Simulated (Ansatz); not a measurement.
Consider the formation energy of MoSi2 (I4/mmm) from the elements. Reaction: 2 Si (diamond) + Mo (bcc) → MoSi2 (I4/mmm). Negative: the products are lower in energy. The value is per atom of the solid.

MoSi2 (I4/mmm), 3 atoms in the cell; spin state with PBE: run without spin, k-point mesh 12×12×12 on the run's own vectors.
Space group I4/mmm (No. 139); a = b = 3.217 Å, c = 7.874 Å, α = β = γ = 90.00°

```
atom  site  symmetry       x       y       z
----  ----  --------  ------  ------  ------
Si      4e       4mm  0.0000  0.0000  0.3351
Mo      2a     4/mmm  0.0000  0.0000  0.0000
```
(The calculation used a cell of 3 atoms; values per cell refer to that cell.)

Si (diamond, Fd-3m), 2 atoms in the cell, k-point mesh 10×10×10 on the run's own vectors. Conventional cell: a = 5.470 Å, b = 5.470 Å, c = 5.470 Å, α = 90.00°, β = 90.00°, γ = 90.00°.

Mo (bcc, Im-3m), 1 atom in the cell; spin state with PBE: run without spin, k-point mesh 26×26×26 on the run's own vectors. Conventional cell: a = b = c = 3.161 Å, α = β = γ = 90.00°.

Plane-wave PAW calculations with Ansatz (an electronic-structure program), its PAW set soft_1, cutoff 500 eV. The structures are at rest with PBE; other levels are single points on them. Neutral cells; Fermi-Dirac smearing of at most 0.10 eV in the solids, energies taken to zero width. The lattices are those relaxed with PBE, so at other levels the solids can be strained. A dispersion term (D3(BJ), or D4 for r2SCAN) was computed beside these levels and is taken off wherever the name lacks it. Static lattices, no vibrational contributions.

### Question
Give the value at the level r2SCAN.

### Answer
-0.47 eV/atom, for 2 Si (diamond) + Mo (bcc) → MoSi2 (I4/mmm).
